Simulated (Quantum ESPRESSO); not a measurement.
Quantum ESPRESSO run on TaReSi (P-62m, 9 atoms in the cell): self-consistent single point.

Method: LDA (PZ), GBRV 1.5 ultrasoft (LDA) pseudopotentials (plane waves; Quantum ESPRESSO).

```xyz
9
Lattice="6.8116 0.0000 0.0000 -3.4058 5.8990 0.0000 0.0000 0.0000 3.2554" Properties=species:S:1:pos:R:3 pbc="T T T"
Ta     2.7271     0.0000     1.6277
Ta     2.0422     3.5372     1.6277
Ta    -1.3636     2.3618     1.6277
Si     0.0000     3.9327     0.0000
Si     3.4058     1.9663     0.0000
Si     0.0000     0.0000     1.6277
Re     5.0324     0.0000     0.0000
Re     0.8896     1.5408     0.0000
Re    -2.5162     4.3582     0.0000
```

Reference input (self-consistent single point, DFT, LDA (PZ), plane waves, GBRV 1.5 ultrasoft (LDA) pseudopotentials): ecutwfc = 40 Ry; ecutrho = 320 Ry; occupations = smearing; smearing = cold; degauss = 0.0073499 Ry; potentials = {Ta: ta_lda_v1.uspp.F.UPF, Si: si_lda_v1.uspp.F.UPF, Re: re_lda_v1.2.uspp.F.UPF}; K_POINTS = automatic 3 3 6 0 0 0; conv_thr = 1e-10 Ry. This run's input differs from it in these lines:

```diff
@@ -13,4 +13,4 @@
  ntyp = 3,
- ecutwfc = 40,
- ecutrho = 320,
+ ecutwfc = 32,
+ ecutrho = 256,
  occupations = 'smearing',
```

Output (repeated stretches shortened):

```
     Self-consistent Calculation

     iteration #  1     ecut=    32.00 Ry     beta= 0.70

---- Real-time Memory Report at c_bands before calling an iterative solver
           592 MiB given to the printing process from OS
            93 MiB allocation reported by mallinfo(arena+hblkhd)
------------------

     negative rho (up, down):  6.603E-01 0.000E+00

     total energy              =   -1026.57999739 Ry
     estimated scf accuracy    <       1.12049092 Ry

     iteration #  2     ecut=    32.00 Ry     beta= 0.70

---- Real-time Memory Report at c_bands before calling an iterative solver
   [... lines left out ...]
           659 MiB given to the printing process from OS
           124 MiB allocation reported by mallinfo(arena+hblkhd)
------------------

     negative rho (up, down):  6.674E-01 0.000E+00

     total energy              =   -1027.14271013 Ry
     estimated scf accuracy    <          1.9E-10 Ry

     iteration # 13     ecut=    32.00 Ry     beta= 0.70

---- Real-time Memory Report at c_bands before calling an iterative solver
           659 MiB given to the printing process from OS
           124 MiB allocation reported by mallinfo(arena+hblkhd)
------------------

     negative rho (up, down):  6.674E-01 0.000E+00
     End of self-consistent calculation

     the Fermi energy is    20.0314 ev

!    total energy              =   -1027.14271013 Ry
     estimated scf accuracy    <          1.4E-11 Ry
     smearing contrib. (-TS)   =       0.00067464 Ry
     internal energy E=F+TS    =   -1027.14338477 Ry

     convergence has been achieved in  13 iterations

     negative rho (up, down):  6.674E-01 0.000E+00

     Forces acting on atoms (cartesian axes, Ry/au):

     atom    1 type  1   force =    -0.00087765   -0.00000000    0.00000000
     atom    2 type  1   force =     0.00043883    0.00076007    0.00000000
     atom    3 type  1   force =     0.00043883   -0.00076007    0.00000000
     atom    4 type  2   force =     0.00000000    0.00000000    0.00000000
     atom    5 type  2   force =     0.00000000    0.00000000    0.00000000
   [... lines left out ...]
     Total force =     0.008496     Total SCF correction =     0.000001
   [... lines left out ...]

     negative rho (up, down):  6.674E-01 0.000E+00
          total   stress  (Ry/bohr**3)                   (kbar)     P=      -45.00
  -0.00026307  -0.00000000   0.00000000          -38.70       -0.00        0.00
  -0.00000000  -0.00026307   0.00000000           -0.00      -38.70        0.00
  -0.00000000  -0.00000000  -0.00039163           -0.00       -0.00      -57.61

   JOB DONE.
```

The run converged in 13 iterations. Against the reference run the free energy rises by 36.4 meV/atom, the pressure goes from -4.84 to -4.50 GPa and the largest force hardly changes (0.127 to 0.124 eV/Å).

The starting cell comes from a database of computed structures (which also holds hypothetical and non-ambient phases and stackings), without a prior relaxation at this level. Spin polarisation is off.

Cost on one core of a shared machine: roughly 3 min.
